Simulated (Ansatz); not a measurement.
Consider a periodic stack without vacuum, bcc Nb (1 1 1) on zinc-blende InSb (1 1 1) (film strained to the substrate, faces as cut): substrate slab In4Sb4, film Nb10, surface cells [[0, -1], [1, -1]] and [[1, -1], [1, 0]], film strained by +0.2 and +0.2 %, faces Sb/In and Nb/Nb as cut (like faces can put a slab off its formula). Its start:

```
In2Nb5Sb2
1.0
    4.69342     0.00000    -0.00536
    2.34671     4.06463    -0.08414
    1.71521     1.04877    24.18923
In Sb Nb
4 4 10
Cartesian
  3.96228   0.49048   3.13584
  1.77491   1.43546   6.96989
  4.19499   3.69741  10.72944
  6.23170   2.71982  13.91021
  4.56033  -0.80694   0.32174
  1.62044   1.83135   4.11451
  4.11705   2.81821   7.97629
  6.55214   5.08898  12.01892
  3.88616   4.12930  15.75095
  3.87949   1.40307  15.04425
  3.87970   1.48081  17.78432
  6.22858   2.80924  16.82094
  6.23125   2.88349  19.72271
  3.88120   4.21451  18.67208
  3.89720   4.27003  21.56995
  3.89035   1.54586  20.67948
  3.91260   1.58686  23.41606
  6.25172   2.93035  22.64558
```

The start was prepared with a machine-learned potential, and the result is one local minimum, with the in-plane cell held and forces under 0.04 eV/Å; the film can end far from its bulk form.

The numbers are results of PBE (plane waves to 420 eV, PAW; Ansatz, an electronic-structure program), not measurements. Spin–orbit coupling is left out; the runs are not spin-polarised. Its k-point mesh 8×8×1, Fermi–Dirac width 0.05 eV.

Predict the relaxed interface.


- interface area = 19.1 Å²
- period = 23.61 Å
- gaps between the outermost planes at the two interfaces = 1.14 and 0.99 Å
- In–Nb contacts across the interfaces within 1.22 times the sum of covalent radii = 8, mean 3.12 Å
- Nb–Sb contacts across the interfaces within 1.22 times the sum of covalent radii = 8, mean 3.03 Å
